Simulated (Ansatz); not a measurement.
## Defect calculation: As on the Si site (As_Si) in silicon

The numbers are results of PBE, PAW (plane waves to 420 eV; Ansatz, an electronic-structure program), not measurements. Cell: 64 sites, 2×2×2; final energies on a 2×2×2 shifted mesh. Site at the start: the Si site. Charged cells carry a point-charge image correction with potential alignment at far atoms. Dielectric constants: PBE linear response of the host. Host gap at this level: 0.61 eV. A cell of this size leaves errors of a few tenths of an eV. PBE underestimates the host's gap, which shifts levels and can delocalise carriers. Spin–orbit coupling is left out. Each state is the lowest found from its start.

Formation energies E_f are given with the Fermi level at the valence-band maximum. Chemical conditions: impurity bounded by its compound with the host (Δμ(Si) = 0.00 eV, Δμ(As) = -0.13 eV, bounded by SiAs2 (Pbam); only phases computed here count, gases as isolated molecules at 0 K). Reference phases: As: rhombohedral As, Si: silicon.

| charge | moment (μB) | point group | largest move off a lattice site (Å) | image correction with alignment (eV) | E_f, impurity bounded by its compound with the host (eV) |
|---|---|---|---|---|---|
| +1 | not spin-polarised | Td | 0.07 | 0.21 | 0.04 |
| 0* | fractional | – | 0.09 | – | – |
| −1* | not spin-polarised | Td | 0.10 | – | – |

* At this level the carrier isn't localised at the defect: at charge 0 electrons occupy the conduction band; at charge −1 electrons occupy the conduction band. Such a state is shallow or no state of the defect, and this cell gives it no level.

Point groups are those of the whole cell at tolerances of 0.03 and 0.1 Å ("near" where only the looser one holds); none is given for unsettled states.

All states together cost very roughly 30 core-minutes.
